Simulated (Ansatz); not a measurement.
## How far PBE-D3(BJ) and r2SCAN+rVV10 part for BN, electrons 5.0×10^21 cm⁻³

Take BN (space group P6_3/mmc, No. 194; a = 2.506 Å, c = 6.615 Å; layered, stacked along the Cartesian z axis) as the base.

(Cell as relaxed with PBE-D3(BJ).)

Levels (all Ansatz, a first-principles code, PAW): PBE-D3(BJ) (420 eV, spin-orbit coupling left out); r2SCAN+rVV10 (500 eV, spin-orbit coupling left out).

Each level relaxes its own structure.

| base | PBE-D3(BJ) | r2SCAN+rVV10 |
|---|---|---|
| volume per atom | 9.00 Å³ | 8.83 Å³ |
| lattice parameter a | 2.506 Å | 2.501 Å |
| band gap | 4.24 eV | 4.73 eV |

Now apply this change: electrons 5.0×10^21 cm⁻³, on a uniform background at fixed cell.

```tsv
quantity	PBE-D3(BJ)	r2SCAN+rVV10
gap character	indirect, k = (0.296, 0.296, 0) in the run's primitive reciprocal basis → M	indirect, k = (0.296, 0.296, 0) in the run's primitive reciprocal basis → M
shift of the gap caused by the change	-0.02 eV	-0.05 eV
gap between the host's bands	4.22 eV	4.68 eV
Fermi level relative to the doped band's edge (positive inside the band; to 0.05 eV)	+0.40 eV	+0.45 eV
```

PBE-D3(BJ)'s shift of the gap caused by the change lies 0.03 eV above r2SCAN+rVV10's; PBE-D3(BJ)'s gap between the host's bands lies 0.466 eV below r2SCAN+rVV10's; the two agree on the gap character. Neither level is exact; r2SCAN+rVV10 is the comparison here, not a measurement.

Charged cell with a jellium background: band edges are those of the host's band count, energies are not comparable with the neutral cell, and many-body gap narrowing is missing. Stability against distortions was not tested.
